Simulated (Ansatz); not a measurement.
The starting structures come from a database of crystals and need not be the phases stable at ambient conditions.

 Where the default PAW files enter, the runs use the earlier of Ansatz's two default sets.

Here is the system:

```xyz
16
Lattice="3.9435 0.0000 0.0000 0.0000 7.7811 0.0000 0.0133 0.0000 7.5393" Properties=species:S:1:pos:R:3 pbc="T T T"
W      0.2162     5.5694     1.9209
W      3.7406     2.2117     5.6185
W      3.7340     1.6788     1.8488
W      0.2229     6.1022     5.6905
O      0.0143     0.1042     5.6600
O      3.9426     7.6769     1.8793
O      3.9493     3.9947     5.6490
O      0.0076     3.7864     1.8903
O      3.9453     1.9484     3.7578
O      0.0115     5.8327     3.7815
O      0.0049     5.8389     0.0118
O      3.9520     1.9422     7.5275
O      1.9570     2.0998     5.6491
O      1.9998     5.6813     1.8903
O      2.0065     5.9903     5.6599
O      1.9504     1.7907     1.8794
```

Space group of this cell: P2_1/c. The cell is taken as given; by PBEsol its mean pressure is -7.3 GPa.

All values below come from PBEsol (plane waves, PAW; Ansatz, a program for electronic structure).

The current runs along the normal of the first two printed vectors; no spin-orbit coupling. Scaled by the factor s: the length along the current (ions clamped). Meshes 8×4×4 and 8×4 across the current in all rows.

```tsv
s	mean pressure (GPa)	band gap (eV)
0.97	-0.3	1.55
1.00	-7.3	1.40
1.03	-12.6	?
```

Q: Take the slope of the band gap against ln s from the two given rows, extrapolate to s = 1.03, and say what the run there gives.

A: Slope = (1.55 − 1.40) / ln 0.97 = -4.92 eV. The line gives 1.40 + (-4.92) × ln 1.03 = 1.25 eV. The run gives 1.25 eV, as the line does.
